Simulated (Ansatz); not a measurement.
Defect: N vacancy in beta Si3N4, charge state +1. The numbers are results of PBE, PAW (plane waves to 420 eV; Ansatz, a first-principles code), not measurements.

Cell of 84 host sites held at the relaxed PBE lattice; the Γ point alone; Fermi-Dirac width 0.01 eV, spin-restricted; finite-size errors left in. No zero-point or tunnelling terms. The charge state is imposed; whether it is stable for some Fermi level was not computed. Forms of the defect that were not tried may lie lower. The order of the sites in energy changes with the mesh.

Barriers: single points on a 2×2×2 k-point mesh shifted by half a step along c at the bands' geometries (they differ from the bands' own by up to 0.21 eV, and are uncertain by about as much).

The step: one N atom jumps into the vacancy from a nearby N site (strongly reconstructed ends); the atom moves 2.85 Å along (-0.37, -0.37, 0.00) of the unit cell; at the end one Si stands off the lattice site; the moving atom starts with neighbours Si at 1.73, 2 Si at 1.76 Å and ends with Si at 1.69, Si at 1.74, Si at 1.75 Å.

Problem. What migration barrier of this step does PBE, PAW give?

Solution. 3.87 eV forward and 3.70 eV backward. At the saddle the moving atom has neighbours Si at 1.65, Si at 1.77 Å. The saddle point's order was not checked, and it lies on a symmetry element of the cell, where a band can be held.
